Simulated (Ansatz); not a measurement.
Quick settings and what they miss: K₃Na (Pm-3m, 4 atoms in the cell)

Self-consistent single point.

```yaml
crystal:
  lattice:
    - [6.21837, 0.00000, 0.00000]
    - [0.00000, 6.21837, 0.00000]
    - [0.00000, 0.00000, 6.21837]
  atoms:
    - { symbol: K, position: [0.00000, 0.50000, 0.50000] }
    - { symbol: K, position: [0.50000, 0.00000, 0.50000] }
    - { symbol: K, position: [0.50000, 0.50000, 0.00000] }
    - { symbol: Na, position: [0.00000, 0.00000, 0.00000] }
```

Method of the run: PBEsol, default PAW files made with PBE (plane waves; Ansatz, a quantum-chemistry and plane-wave program).

Base settings: basis.ecutwfc = 420 eV; kpoints.mp_grid.grid = 4 4 4; kpoints.mp_grid.shift = 0.5 0.5 0.5; hamiltonian.xc = pbesol; hamiltonian.pseudopotentials = {kind: paw} (the program's default PAW files); scf.occupations.method = methfessel_paxton; scf.occupations.width = 0.1 eV.

Tight run (finer mesh or higher cutoff; not a proven limit): basis.ecutwfc: 420 eV → 590 eV; kpoints.mp_grid.grid: 4 4 4 → 6 6 6; scf.convergence.dr2_threshold: default (1e-07 eV) → 1e-09 eV. It gave Fermi level (on the code's own zero) 1.95 eV; pressure 0.08 GPa.

Quick runs, as changes from the base:
- A: the base itself
- B: basis.ecutwfc: 420 eV → 335 eV; kpoints.mp_grid.grid: 4 4 4 → 6 6 6; scf.convergence.dr2_threshold: default (1e-07 eV) → 0.001 eV
- C: basis.ecutwfc: 420 eV → 250 eV; kpoints.mp_grid.grid: 4 4 4 → 6 6 6; scf.occupations.width: 0.1 eV → 0.5 eV
- D: basis.ecutwfc: 420 eV → 210 eV

Energies are extrapolated to zero smearing width, which holds to low order in the width alone.

The count of work is k-points × plane waves × bands × iterations; it is no time. 

Pressures in the table are Ansatz's without its Pulay estimate, at a fixed set of plane waves; the tight run's value above holds the estimate.

The starting cell comes from a database of computed structures (which also holds hypothetical and non-ambient phases and stackings), without a prior relaxation at this level. Its lattice was rescaled by a random factor within 2.5 % of one.

```
run  energy less tight (meV/atom)  pressure less tight (GPa)  count of work / tight
---  ----------------------------  -------------------------  ---------------------
A                             0.3                       0.02                   0.18
B                             3.4                      -0.12                   0.11
C                           207.6                      -3.78                   0.26
D                           987.3                     -13.69                  0.074
```

Among the runs at the tight run's level, the energy misses run from 0.3 to 987.3 meV/atom.

Left out of this page: 2 runs of the series outside the window shown, repeating another row's setting, or not comparable.

Keys are those of Ansatz 0.2.
